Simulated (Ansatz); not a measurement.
Reference: BeTe (F-43m), PBEsol with spin-orbit coupling, rigid bands (plane waves, PAW; Ansatz, an electronic-structure program); axes and stresses refer to this cell.

```
CELL_PARAMETERS angstrom
      0.00000     2.80237     2.80237
      2.80237     0.00000     2.80237
      2.80237     2.80237     0.00000
ATOMIC_POSITIONS crystal
  Be 0.00000 0.00000 0.00000
  Te 0.75000 0.75000 0.75000
```

The electron conductivity mass comes out as 0.36 mₑ and the hole conductivity mass comes out as 0.38 mₑ. The Seebeck coefficient, n-type 1e19 cm⁻³ is -290 μV/K.

Q: Change: uniaxial stress zz = 1 GPa (compression positive). What happens to electron conductivity mass, hole conductivity mass, Seebeck coefficient, n-type 1e19 cm⁻³?

A: electron conductivity mass moves little, to 0.37 mₑ; hole conductivity mass moves little, to 0.39 mₑ; Seebeck coefficient, n-type 1e19 cm⁻³ shrinks in size to -227 μV/K.

Q: Change: uniaxial stress zz = 2 GPa (compression positive). What happens to electron conductivity mass, hole conductivity mass, Seebeck coefficient, n-type 1e19 cm⁻³?

A: electron conductivity mass grows to 0.38 mₑ; hole conductivity mass shrinks to 0.35 mₑ; Seebeck coefficient, n-type 1e19 cm⁻³ decreases in size to -206 μV/K.

Masses are for dilute carriers at 300 K, harmonic means over directions unless an axis is named. Seebeck coefficients are for the stated density at 300 K, with one relaxation time for all states and whether or not that doping can be reached. Stresses and pressures are the targets of the relaxation.  The structure type is held under load, also where the real crystal would transform.
